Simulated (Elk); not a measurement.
Converging the k-point mesh: Na (Im-3m, 1 atom in the cell)

```
Na
1.0
   -2.14065     2.14065     2.14065
    2.14065    -2.14065     2.14065
    2.14065     2.14065    -2.14065
Na
1
Cartesian
  0.00000   0.00000   0.00000
```

Method: Elk with PBE, all-electron FP-LAPW, Elk's shipped species files, default APW+lo basis.

Base settings: xctype = 20; rgkmax = 7; stype = 3; swidth = 0.00367493 Ha; ngridk = 11 11 11.

The second cell is the first with its lattice scaled by 0.98.

Only quantities that move along the ladder and can be compared are tabulated.

The starting cell has typed, rounded lattice constants, without a prior relaxation at this level. Its lattice was rescaled by up to half a per cent. Values depend on the basis (sphere radii, cutoffs, local orbitals), which need not be converged.

| ngridk | free energy less the last step's (meV/atom) | energy of the compressed cell less the first (meV/atom) |
|---|---|---|
| 2 2 2 | 913.86 | 26.11 |
| 3 3 3 | -141.65 | -5.33 |
| 4 4 4 | 77.90 | 1.26 |
| 5 5 5 | -4.34 | -4.00 |
| 6 6 6 | 18.72 | -2.22 |
| 7 7 7 | -2.82 | -3.23 |
| 8 8 8 | 5.84 | -2.96 |
| 9 9 9 | -3.47 | -3.94 |
| 10 10 10 | 2.45 | -3.57 |
| 11 11 11 | -1.41 | -3.91 |
| 13 13 13 | 0.27 | -3.61 |
| 14 14 14 | -0.38 | -3.63 |
| 16 16 16 | -0.27 | -3.72 |
| 17 17 17 | 0.08 | -3.60 |
| 19 19 19 | 0.11 | -3.74 |
| 21 21 21 | 0.04 | -3.59 |
| 23 23 23 | 0.03 | -3.67 |
| 26 26 26 | 0.01 | -3.67 |
| 29 29 29 | 0.01 | -3.70 |
| 32 32 32 | 0.01 | -3.71 |
| 35 35 35 | 0.00 | -3.70 |

Coarsest ngridk that holds the free energy within 1 meV/atom of the last step, with all finer ones: 13 13 13; the step before is off by 1.4 meV/atom.

Coarsest ngridk that holds the energy of the compressed cell less the first within 2 meV/atom of the last step, with all finer ones: 5 5 5; the step before is off by 5.0 meV/atom.

The energy difference between the two cells stays within 1 meV/atom of the last step's from 7 7 7 on, the total only from 13 13 13 on: much of the error is common to both cells and cancels.
